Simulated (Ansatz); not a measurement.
The structure below was relaxed with PBE (Ansatz, a program for electronic structure, PAW, scalar-relativistic without spin-orbit coupling), at pressure −1 GPa.

Space group R-3c, hexagonal axes (No. 167); a = b = 4.816 Å, c = 13.145 Å, α = β = 90.00°, γ = 120.00°

| atom | site | symmetry | x | y | z |
|---|---|---|---|---|---|
| Al | 12c | 3. | 0.0000 | 0.0000 | 0.1478 |
| O | 18e | .2 | 0.3061 | 0.3061 | 0.2500 |

**Question.** Write out a cell with all atoms.

**Answer.** 
```xyz
30
Lattice="4.8156 0.0000 0.0000 -2.4078 4.1704 0.0000 0.0000 0.0000 13.1445" Properties=species:S:1:pos:R:3 pbc="T T T"
Al     2.4078     1.3901     2.4381
Al     0.0000     2.7803     4.1342
Al     2.4078     1.3901     6.3249
Al     0.0000     0.0000     4.6288
O      1.4742     2.7803     5.4769
O     -0.7371     4.0570     5.4769
O     -0.7371     1.5036     5.4769
O      3.3414     0.0000     3.2861
O     -1.6707     2.8937     3.2861
O      0.7371     1.2767     3.2861
Al     0.0000     2.7803     6.8196
Al     0.0000     0.0000     8.5157
Al     0.0000     2.7803    10.7064
Al     2.4078     1.3901     9.0104
O      1.4742     0.0000     9.8584
O     -0.7371     1.2767     9.8584
O      1.6707     2.8937     9.8584
O      0.9336     1.3901     7.6676
O      3.1449     0.1134     7.6676
O      3.1449     2.6668     7.6676
Al     0.0000     0.0000    11.2011
Al     2.4078     1.3901    12.8972
Al     0.0000     0.0000     1.9434
Al     0.0000     2.7803     0.2473
O      3.8820     1.3901     1.0954
O      1.6707     2.6668     1.0954
O      1.6707     0.1134     1.0954
O     -1.4742     2.7803    12.0491
O      0.7371     1.5036    12.0491
O      0.7371     4.0570    12.0491
```
This is the conventional cell.

Load acts through the strain it causes; cell and atoms are relaxed under it. No phonon test of stability was made. The cell was made from Al₂O₃ in the corundum structure (space group R-3c, No. 167) by this change: pressure −1 GPa.
